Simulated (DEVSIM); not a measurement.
Device: abrupt GaAs n-p junction, at 300 K.

```tsv
layer (left to right)	material	thickness (μm)	Nd (cm⁻³)	Na (cm⁻³)	τn (s)	τp (s)
1	GaAs	2.50	9.8e15	-	5.1e-8	5.1e-8
2	GaAs	1.70	-	1.5e16	5.1e-8	5.1e-8
```

Left contact: ohmic. Right contact: ohmic. Voltage is applied to the left contact. Recombination: SRH at mid-gap, radiative. Mobility is μmin + (μ − μmin)/(1 + (N/Nref)^α).

This is a model device: material constants are rounded textbook-type values typed into the input, and sizes, dopings and lifetimes were drawn at random. Values at 300 K.

| parameter | GaAs |
|---|---|
| gap (eV) | 1.424 |
| affinity (eV) | 4.07 |
| permittivity | 12.9 |
| Nc (cm⁻³) | 4.7e17 |
| Nv (cm⁻³) | 9e18 |
| μn (cm²/Vs) | 8500 |
| μp (cm²/Vs) | 400 |
| μn,min | 500 |
| μp,min | 20 |
| Nref,n | 6e16 |
| Nref,p | 1.5e17 |
| αn | 0.39 |
| αp | 0.38 |
| B (cm³/s) | 2e-10 |

Model (solved in DEVSIM): 1D drift-diffusion, Boltzmann statistics, complete ionisation; no tunnelling, impact ionisation, image-force lowering or self-heating.

The doping Na of layer 2 was swept, all else fixed.

```json
[
 {"doping Na of layer 2 (cm^-3)": "4.5e14", "dark forward voltage at 100 A/cm² (V)": "1.004", "potential step across the device at zero bias (V)": "1.068", "dark forward voltage at 1 A/cm² (V)": "0.862", "largest field in the device at zero bias (V/cm)": "11000"},
 {"doping Na of layer 2 (cm^-3)": "1.5e15", "dark forward voltage at 100 A/cm² (V)": "1.033", "potential step across the device at zero bias (V)": "1.099", "dark forward voltage at 1 A/cm² (V)": "0.901", "largest field in the device at zero bias (V/cm)": "20000"},
 {"doping Na of layer 2 (cm^-3)": "4.5e15", "dark forward voltage at 100 A/cm² (V)": "1.062", "potential step across the device at zero bias (V)": "1.127", "dark forward voltage at 1 A/cm² (V)": "0.935", "largest field in the device at zero bias (V/cm)": "31000"},
 {"doping Na of layer 2 (cm^-3)": "1.5e16", "dark forward voltage at 100 A/cm² (V)": "1.094", "potential step across the device at zero bias (V)": "1.159", "dark forward voltage at 1 A/cm² (V)": "0.970", "largest field in the device at zero bias (V/cm)": "43000"},
 {"doping Na of layer 2 (cm^-3)": "4.5e16", "dark forward voltage at 100 A/cm² (V)": "1.124", "potential step across the device at zero bias (V)": "1.187", "dark forward voltage at 1 A/cm² (V)": "1.000", "largest field in the device at zero bias (V/cm)": "51000"},
 {"doping Na of layer 2 (cm^-3)": "1.5e17", "dark forward voltage at 100 A/cm² (V)": "1.150", "potential step across the device at zero bias (V)": "1.218", "dark forward voltage at 1 A/cm² (V)": "1.025", "largest field in the device at zero bias (V/cm)": "55000"},
 {"doping Na of layer 2 (cm^-3)": "4.5e17", "dark forward voltage at 100 A/cm² (V)": "1.168", "potential step across the device at zero bias (V)": "1.246", "dark forward voltage at 1 A/cm² (V)": "1.037", "largest field in the device at zero bias (V/cm)": "61000"}
]
```

From the first row to the last the dark forward voltage at 100 A/cm² goes from 1.004 to 1.168. From the first row to the last the potential step across the device at zero bias goes from 1.068 to 1.246.
